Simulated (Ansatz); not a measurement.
**What Al on a Si site, symmetric start does to RuSi**

Consider a 16-atom supercell of RuSi (space group P2_13, No. 198; a = 4.736 Å) at its relaxed geometry.

Perturbation: a neutral Al on a Si site, symmetric start, atoms relaxed at fixed cell.

All numbers come from DFT with PBE, PAW potentials and a 420 eV plane-wave cutoff in Ansatz (a program for electronic structure), no spin-orbit coupling. Settings: 7×7×7 k-points, 0.01 eV Fermi–Dirac smearing.

- Pressure: 0.9 GPa (base 0.0 GPa)
- Largest displacement of a host atom from its site in the perfect cell: 0.08 Å
- Mean distance from the defect site to its nearest host atoms: 2.43 Å (base 2.39 Å)

Other magnetic orders, which the real material may have, were not ruled out. The cell is small, so the values are those of an ordered compound at a high defect concentration; dilute-limit values will differ. The defect started on the symmetric site and kept its symmetry, so it may sit on a saddle. Seeded moments were not kept for Al on a Si site. The defect cell is spin-polarised and ends with 0.0 μB.
